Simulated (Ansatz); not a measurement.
Li on the 1x1 (101) surface of anatase TiO2 (cut with top plane O), one in a 2x1 cell, energies for each (39.6 Å²). Energies are against an atom of bcc Li, without zero-point or thermal terms; each row is named by its start. No converged result for: 3 more starts.

Host crystal: anatase TiO2, with a band gap (PBE, scalar-relativistic without spin-orbit coupling).

Method: PBE (plane waves to 420 eV, PAW; Ansatz, a quantum-chemistry and plane-wave program).

Model: 37-atom slab, 9.4 Å thick at the start under the adsorbate (thin: gaps and levels are the slab's own), 3x4x1 mesh, Fermi-Dirac 0.01 eV, dipole correction, 14 atoms held, the rest relaxed; each run with such symmetry as its start has; spin-polarised, no spin-orbit, no U, no dispersion correction.

A negative adsorption energy means that the adsorbate is more stable on the surface than in its reference. Starts that drift may end in the same place. Heights count from the host atoms within 0.3 Å of the top one. Moments of ungapped slabs depend on the mesh.

```
starting site                       E_ads (eV)  height (Å)  nearest host atom (Å)   bonded to  change of the vacuum step (eV)  lateral drift (Å)  moment (μB)
----------------------------------  ----------  ----------  ---------------------  ----------  ------------------------------  -----------------  -----------
over Ti at depth 1.4 Å                   -0.66        0.90                 O 1.81  2 O + 2 Ti                           -2.92                0.4          0.4
hollow O-O-O over O at depth 4.4 Å       -1.58        0.31                 O 1.88  3 O + 4 Ti                           -1.66                0.4          0.5
bridge O-O-O (span 3.8 Å)                -1.58        0.30                 O 1.88  3 O + 4 Ti                           -1.66                0.2          0.5
bridge O-O (span 2.8 Å)                  -1.58        0.31                 O 1.88  3 O + 4 Ti                           -1.66                1.6          0.5
```
